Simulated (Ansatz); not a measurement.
The starting structures come from a database of crystals and need not be the phases stable at ambient conditions.

Here is the system:

```yaml
crystal:
  lattice:
    - [4.01132, 0.00000, 0.00000]
    - [-2.00566, 3.47391, 0.00000]
    - [2.00566, 1.15797, 6.54588]
  atoms:
    - { symbol: Al, position: [0.00048, 0.00024, 0.99928] }
    - { symbol: Ga, position: [0.99973, 0.49986, 0.50041] }
    - { symbol: As, position: [0.75031, 0.87516, 0.37453] }
    - { symbol: As, position: [0.74945, 0.37472, 0.87583] }
```

Space group of this cell: R3m. The cell is taken as given.

Computed with r2SCAN (plane waves, PAW; Ansatz, a first-principles code).

The current runs along the normal of the first two printed vectors; no spin-orbit coupling. Scaled by the factor s: the length along the current (ions clamped). Meshes 10×10×10 and 12×12 across the current in all rows.

```tsv
s	mean pressure (GPa)	band gap (eV)
0.97	2.6	?
1.00	0.1	1.34
1.03	-1.9	1.19
```

Q: Take the slope of the band gap against ln s from the two given rows, extrapolate to s = 0.97, and say what the run there gives.

A: Slope = (1.19 − 1.34) / ln 1.03 = -5.07 eV. The line gives 1.34 + (-5.07) × ln 0.97 = 1.49 eV. The run gives 1.32 eV, 0.17 eV under the line, 113 % of the predicted step.
